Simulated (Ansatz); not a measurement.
S on the 1x1 (110) surface of bcc W, one in a 2x1 cell, energies for each (14.3 Å²). Energies are against ⅛ S8(g), without zero-point or thermal terms; each row is named by its start.

Computed with PBE (plane waves to 420 eV, PAW; Ansatz, an electronic-structure program).

Slab: 9 atoms, 6.6 Å thick at the start under the adsorbate (thin: gaps and levels are the slab's own); k 6x12x1, smearing 0.1 eV, dipole-corrected; 4 atoms held, the rest relaxed; each run with such symmetry as its start has; spin where the adsorbate may keep a moment, no spin-orbit, no U, no dispersion correction.

A negative adsorption energy means that the adsorbate is more stable on the surface than in its reference. Heights count from the host atoms within 0.3 Å of the top one.

| starting site | E_ads (eV) | height (Å) | nearest host atom (Å) | bonded to | Δ work function (eV) | lateral drift (Å) | moment (μB) |
|---|---|---|---|---|---|---|---|
| top W | -1.03 | 2.38 | W 2.27 | W | 0.53 | 0.0 | 0.0 |
| hollow W-W-W | ? | 1.70 | W 2.38 | 3 W | 0.09 | 0.1 | – |
| bridge W-W (span 2.8 Å) | -1.68 | 1.96 | W 2.31 | 2 W | 0.22 | 0.0 | – |
| bridge W-W (span 3.2 Å) | ? | ? | W 2.40 | 4 W | ? | 0.0 | – |

Q: Fill in the missing entries.

A: 
- hollow W-W-W, E_ads (eV): -2.41
- bridge W-W (span 3.2 Å), E_ads (eV): -2.06
- bridge W-W (span 3.2 Å), height (Å): 1.72
- bridge W-W (span 3.2 Å), Δ work function (eV): -0.30
